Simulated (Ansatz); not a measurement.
All values below come from PBE (plane waves to 420 eV, PAW; Ansatz, a first-principles code).

Planar average of the electrostatic potential across the slab, in eV from the Fermi level, for the (21-33) surface of hcp Mg in its 1x1 cell, outermost plane spacing 0.15 Å in the ideal cut:

(z (Å), V (eV)): (3.76, 3.63); (4.04, 3.63); (4.33, 3.63); (4.62, 3.63); (4.91, 3.62); (5.20, 3.61); (5.49, 3.59); (5.78, 3.55); (6.07, 3.48); (6.36, 3.36); (6.64, 3.12); (6.93, 2.72); (7.22, 2.03); (7.51, 0.84); (7.80, -1.26); (8.09, -3.33); (8.38, -4.27); (8.67, -4.76); (8.96, -5.10); (9.24, -4.98); (9.53, -4.69); (9.82, -4.10); (10.11, -2.92); (10.40, -2.78); (10.69, -3.85); (10.98, -4.32); (11.27, -4.40); (11.56, -4.67); (11.84, -4.56); (12.13, -4.31); (12.42, -4.28); (12.71, -3.61); (13.00, -2.95); (13.29, -3.61); (13.58, -4.28); (13.87, -4.31); (14.16, -4.56); (14.44, -4.67); (14.73, -4.40); (15.02, -4.32); (15.31, -3.85); (15.60, -2.78); (15.89, -2.92); (16.18, -4.10); (16.47, -4.69); (16.76, -4.98); (17.04, -5.10); (17.33, -4.76); (17.62, -4.27); (17.91, -3.33); (18.20, -1.26); (18.49, 0.84); (18.78, 2.03); (19.07, 2.72); (19.36, 3.12); (19.64, 3.36); (19.93, 3.48); (20.22, 3.55); (20.51, 3.59); (20.80, 3.61); (21.09, 3.62); (21.38, 3.63); (21.67, 3.63); (21.96, 3.63); (22.24, 3.63)

Model: 24-atom slab, 10.0 Å thick at the start (thin: gaps and levels are the slab's own), 6x5x1 mesh, Fermi-Dirac 0.1 eV, dipole correction, all atoms relaxed; start symmetry kept, larger cells not searched; no spin, no spin-orbit, no U.

The vacuum level lies 3.64 eV above the Fermi level over the top face and 3.64 eV above it under the bottom face.
